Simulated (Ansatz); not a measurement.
We consider L1₀ (CuAu-type) TiAl, described by r²SCAN0 (Ansatz, a first-principles code, plane waves, PAW).

Run with plane-wave cutoff 520 eV, 10×10×8 k mesh (along the axes of the cell as run), Fermi–Dirac smearing 0.05 eV, no spin polarisation, scalar-relativistic PAW data made under PBE.

Computed at the level's own relaxed cell.

Task: Predict the lattice parameter a (two-atom tetragonal cell) and c axis length (two-atom tetragonal cell).

Result: 
- lattice parameter a (two-atom tetragonal cell) = 2.797 Å
- c axis length (two-atom tetragonal cell) = 4.073 Å

Measured, for comparison: lattice constant a 2.826 Å (temperature not stated, not corrected to a static lattice, P4/mmm two-atom cell, a_fct/√2; as tabulated in Zope and Mishin (2003), arXiv:cond-mat/0306298); lattice parameter c 4.077 Å (temperature not stated, not corrected to a static lattice; as tabulated in Zope and Mishin (2003), arXiv:cond-mat/0306298). Computed (rounded) less measured: lattice constant a -1.0 %, lattice parameter c -0.1 %. A static lattice is as a rule a little smaller and stiffer than an uncorrected measurement, which narrows the difference in the lattice constant a and would widen misses of the other sign.

Note: the run has no spin polarisation, so it can have missed a magnetic state.

The computed numbers hold no vibrational or temperature effects.
